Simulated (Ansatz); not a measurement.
Hypothetical P6_3/mmc PtSe2, thickness series

Start from PtSe2 in the 2H-MoS2 type structure (space group P6_3/mmc, No. 194; a = 3.571 Å, c = 10.964 Å; a hypothetical phase, not in the database extracts checked; layered, stacked along the Cartesian z axis).

Free-standing slabs (3 atom(s) a layer) normal to the stacking axis with 15 Å of vacuum; in-plane cell relaxed.

Level of theory: PBE-D3(BJ) (Ansatz, a quantum-chemistry and plane-wave program, PAW, scalar-relativistic without spin-orbit coupling), earlier PAW set.

Notes on the quantities. excess energy per area of both faces: slab less bulk energy over the cell's area: twice a surface energy; uncertain by up to 0.2 J/m²; layer's space group: with vacuum.

```csv
case,in-plane lattice parameter a,excess energy per area of both faces,layer's space group
base,3.571 Å,–,–
1 layer,3.567 Å,0.86 J/m²,P-6m2 (No. 187)
2 layers,3.564 Å,0.9 J/m²,P-3m1 (No. 164)
3 layers,3.558 Å,0.8 J/m²,P-6m2 (No. 187)
4 layers,3.566 Å,0.8 J/m²,P-3m1 (No. 164)
```

The excess energy carries the mismatch between the slab's and the bulk's meshes. Stability against distortions was not tested. The final runs are not spin-polarised. PtSe2 has a high density of states at the Fermi level and may be magnetic at this level.
